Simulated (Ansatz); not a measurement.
Cubic perovskite CsSrF3, treated with LDA (Ansatz, a first-principles code, plane waves, PAW).

Numerical settings: plane-wave cutoff 520 eV, 8×8×8 k mesh, Fermi–Dirac smearing 0.01 eV, scalar-relativistic PAW data made under PBE.

Computed points:

```
V (Å³/atom)  E − E_lowest (meV/atom)  P (GPa)
-----------  -----------------------  -------
18.874                         13.62     3.82
19.276                          5.85     2.41
19.678                          1.43     1.14
20.079                          0.00     0.02
20.481                          1.22    -0.98
20.882                          4.81    -1.87
21.284                         10.49    -2.65
```

### Question
Estimate the bulk modulus from the pressures at 19.678 and 20.481 Å³/atom, and compare it with a fit to all energies.

### Answer
B = −V dP/dV. Between V = 19.678 and 20.481 Å³/atom, dP/dV = (-0.98 − (1.14))/(20.481 − 19.678) = -2.64 GPa per Å³/atom; at the midpoint 20.080 Å³/atom this gives B ≈ 53.0 GPa. The third-order Birch–Murnaghan fit gives V0 = 20.087 Å³/atom, B0 = 52.8 GPa, B′ = 4.9, which lies within 1 % of that estimate.

Note: the relaxation could not lower the start's symmetry, so the cell can be a saddle point above a distorted one.

Spin–orbit coupling is not included.
